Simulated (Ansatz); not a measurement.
Reference: GaN (P6_3mc), PBEsol with spin-orbit coupling, rigid bands (plane waves, PAW; Ansatz, a quantum-chemistry and plane-wave program); axes and stresses refer to this cell.

```
GaN
1.0
    3.18258     0.00000     0.00000
   -1.59129     2.75620     0.00000
    0.00000     0.00000     5.18546
Ga N
2 2
Direct
  0.66667   0.33333   0.49919
  0.33333   0.66667   0.99919
  0.66667   0.33333   0.87581
  0.33333   0.66667   0.37581
```

* **electron mass along x**: 0.186 mₑ
* **Seebeck coefficient, p-type 1e19 cm⁻³**: 420 μV/K
* **hole mass along x**: 1.44 mₑ

Problem. Change: functional PBE, cell relaxed with it. What happens to electron mass along x, Seebeck coefficient, p-type 1e19 cm⁻³, hole mass along x?

Solution. electron mass along x falls to 0.172 mₑ; Seebeck coefficient, p-type 1e19 cm⁻³ moves little, to 427 μV/K; hole mass along x rises to 1.52 mₑ.

Masses are for dilute carriers at 300 K, harmonic means over directions unless an axis is named. Seebeck coefficients are for the stated density at 300 K, with one relaxation time for all states and whether or not that doping can be reached.
